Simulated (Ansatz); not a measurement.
Cost and result by functional for the adsorption energy of Cl on the 1x1 (0001) surface of corundum (cut with top plane Al), one in a 1x1 cell, started at the site 'top O', in Ansatz (plane waves, PAW). Single points on the PBE structure, on one kind of machine; costs are rough ratios of the slab run's core time (references not counted) to the cheapest single point. r2SCAN's cost holds its higher cutoff (500 against 420 eV). Differences are taken against r2SCAN for comparison alone: no measured value is at hand, so the table doesn't rank accuracy. The points keep PBE's geometry, so the relaxation of a polaron and the settling of charge on one site are left out.

Host crystal: corundum, with a band gap (PBE, scalar-relativistic without spin-orbit coupling).

Slab: 21 atoms, 6.7 Å thick at the start under the adsorbate (thin: gaps and levels are the slab's own); k 6x6x1, smearing 0.01 eV, dipole-corrected; 9 atoms held, the rest relaxed; no symmetry held; spin-polarised, ending with about 1.0 μB a cell, a value that depends on the mesh; orders that need a larger cell were not tried, no spin-orbit, no U, no dispersion correction. The slab shows no gap over 0.04 eV on its mesh. At the end it is bonded to Al. In PBE it is, or lies within 0.03 eV of, the lowest of the starts that converged. These notes are the PBE run's. r2SCAN: The program's check for a lower electronic state was not made. Adsorption energies are against ½ Cl2(g). A negative adsorption energy means that the adsorbate is more stable on the surface than in its reference.

```json
[
 {"functional": "RPBE", "relative cost": "1", "adsorption energy (eV)": "-0.32", "less r2SCAN (eV)": "-0.05"},
 {"functional": "r2SCAN", "relative cost": "3", "adsorption energy (eV)": "-0.27", "less r2SCAN (eV)": "0.00"},
 {"functional": "PBE (the relaxed run's value)", "relative cost": "–", "adsorption energy (eV)": "-0.30", "less r2SCAN (eV)": "-0.03"}
]
```

The values span 0.05 eV, while the single points' costs differ by a factor of roughly 3. Differences are of unrounded values.

Ansatz is a program for electronic structure.
